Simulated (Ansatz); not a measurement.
ZrSi2 (Cmcm, No. 63) was calculated with r²SCAN in Ansatz (PAW).

Settings: plane-wave cutoff 560 eV, 16×16×16 k mesh, Fermi–Dirac smearing 0.05 eV, scalar-relativistic PAW data made under PBE.

Cell (relaxed at this level):

```
ZrSi2
1.0
    1.84367    -7.43282     0.00000
    1.84367     7.43282     0.00000
    0.00000     0.00000     3.66666
Zr Si
2 4
Direct
  0.60591   0.39409   0.25000
  0.39409   0.60591   0.75000
  0.94833   0.05167   0.25000
  0.05167   0.94833   0.75000
  0.24976   0.75024   0.25000
  0.75024   0.24976   0.75000
```

Give the computed bulk modulus and pressure derivative B′ of the bulk modulus.


- bulk modulus: 127 GPa
- pressure derivative B′ of the bulk modulus: 3.9

The run finds no gap.

Measured, for comparison: bulk modulus 170 ± 0.7 GPa (room temperature, not corrected to a static lattice; as tabulated in Wikipedia's data pages). Computed (rounded) less measured: bulk modulus -25 %.

Note: the relaxation could not lower the start's symmetry, so the cell can be a saddle point above a distorted one; the bulk modulus comes from volumes at which shape and atoms were relaxed.

Computed values are for the static lattice.

Ansatz is an electronic-structure program.
